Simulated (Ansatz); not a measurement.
The starting structures come from a database of crystals and need not be the phases stable at ambient conditions.

Inside the gap of an insulator the Bloch states are evanescent, with a wavenumber k + iκ along the transport direction.

Data:

```xyz
10
Lattice="7.7347 0.0000 0.0000 1.6816 7.6427 0.0000 2.2497 -0.4950 3.4777" Properties=species:S:1:pos:R:3 pbc="T T T"
Ca     6.1678     6.5850     3.2018
Ca     5.4982     0.5627     0.2760
Bi     5.2754     2.6535     3.2195
Bi     6.3907     4.4942     0.2583
Cl     9.3630     6.0778     1.0626
Cl     2.3030     1.0699     2.4151
O      4.9461     2.9337     0.9706
O      6.7200     4.2139     2.5071
O      5.8090     6.4219     0.9089
O      5.8571     0.7257     2.5688
```

Space group of this cell: P2_1/m. The cell is taken as given; by r2SCAN its mean pressure is -2.8 GPa.

Transport runs along the normal of the first two printed cell vectors.

The gap is the functional's own, uncorrected, and κ follows it; spin-orbit coupling is left out. Mid-gap values are interpolated between the computed energies.

Question: Estimate the band gap and the smallest decay constant κ at mid-gap that r2SCAN run with Ansatz (a quantum-chemistry and plane-wave program) returns for this system.

Answer: Gap 3.98 eV on a 10×4×10 mesh; κ = 0.421 1/Å, at (0.250, 0.500) of the in-plane reciprocal vectors. At the zone centre, at the nearest computed energy, the slowest state has κ = 0.46 1/Å.
